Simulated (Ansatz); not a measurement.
The parent structure is MoS$_{2}$ (space group P6_3/mmc, No. 194; layered, stacked along the Cartesian z axis).

```
MoS2
1.0
    3.14934     0.00000     0.00000
   -1.57467     2.72741     0.00000
    0.00000     0.00000    12.08946
Mo S
2 4
Direct
  0.66667   0.33333   0.75000
  0.33333   0.66667   0.25000
  0.66667   0.33333   0.37952
  0.33333   0.66667   0.87952
  0.33333   0.66667   0.62048
  0.66667   0.33333   0.12048
```

Cartesian axes are those of the cell as printed.

The values are results of plane-wave PAW DFT at the PBE-D3(BJ) level (Ansatz, a program for electronic structure, 420 eV), without spin-orbit coupling, not measurements.

Before the change:

- Gap character = indirect, Γ → K–Γ (44 % along)
- Band gap = 0.77 eV

Perturbation: uniaxial strain ε_zz = −3.00 %, all other strain components held at zero; the atoms relax in the strained cell.

Task: Predict the new gap character, band gap, largest internal atomic displacement, stress and energy relative to the base.

Result: The gap character remains indirect, Γ → K–Γ (44 % along); the band gap falls by 0.18 eV to 0.59 eV; the largest internal atomic displacement amounts to 0.041 Å; the stress (xx, yy, zz, yz, xz, xy; compression positive) comes out as (0.44, 0.44, 2.52, 0.00, 0.00, 0.00) GPa; the energy increases by 3.7 meV/atom.

Whether these cells are dynamically stable was not tested.
